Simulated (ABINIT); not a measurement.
Band structure of KF (Fm-3m, 2 atoms in the cell).

```
KF
1.0
    0.00000     2.65442     2.65442
    2.65442     0.00000     2.65442
    2.65442     2.65442     0.00000
K F
1 1
Direct
  0.00000   0.00000   0.00000
  0.50000   0.50000   0.50000
```

Level of theory: PBE, PAW (JTH v2.0 PBE PAW) (plane waves; ABINIT).

Settings: pseudos = [K.GGA_PBE-JTH.xml, F.GGA_PBE-JTH.xml]; ecut = 48 Ry; pawecutdg = 96 Ry; pawxcdev = 0; ixc = 11; occopt = 3; tsmear = 0.00073499 Ha; ngkpt = 9 9 9; nshiftk = 1; shiftk = 0 0 0; potentials = JTH v2.0 PBE PAW; kptopt = 1; nstep = 80.

The starting cell comes from a database of computed structures (which also holds hypothetical and non-ambient phases and stackings), without a prior relaxation at this level.

Problem. Predict the gap along the standard path and the places of the band edges.

Solution. The gap along the path is 6.28 eV, direct at Γ to within 0.01 eV.

Levels in eV from the top of the valence band on the SCF mesh, bands 5 to 12:
```
point      5      6      7      8     9     10     11     12
-----  -----  -----  -----  -----  ----  -----  -----  -----
Γ      -9.30   0.00   0.00   0.00  6.28  10.73  10.73  10.73
X      -9.53  -0.20  -0.05  -0.05  8.23  10.42  11.96  13.68
W      -9.40  -0.42  -0.16  -0.16  9.80   9.80  11.30  13.53
K      -9.46  -0.34  -0.20  -0.19  9.00  10.83  11.18  13.69
L      -9.34  -0.81  -0.36  -0.36  9.16  10.75  12.15  12.15
U      -9.46  -0.34  -0.20  -0.19  9.00  10.83  11.18  13.69
```
